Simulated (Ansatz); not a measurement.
The reference is ZnO in the wurtzite structure (space group P6_3mc, No. 186; a = 3.2352 Å, c = 5.2114 Å). Axes: x lies along a and z along c of the hexagonal cell.

It is then changed as follows: biaxial strain +4.48 %, plane normal [001], relaxed out of plane (Cartesian); in-plane vectors clamped, the third vector and the atoms free.

Levels (all Ansatz, an electronic-structure program, PAW): r2SCAN (500 eV, no spin-orbit coupling); HSE06 (420 eV, no SOC).

The geometry is relaxed with r2SCAN.

```
Quantity           Value
---------------  -------
r2SCAN band gap  1.26 eV
```

With HSE06 at the same geometry, the band gap increases by 1.26 eV (1.26 eV → 2.52 eV).

Single points use the geometry relaxed with r2SCAN. Stability against distortions was not tested.
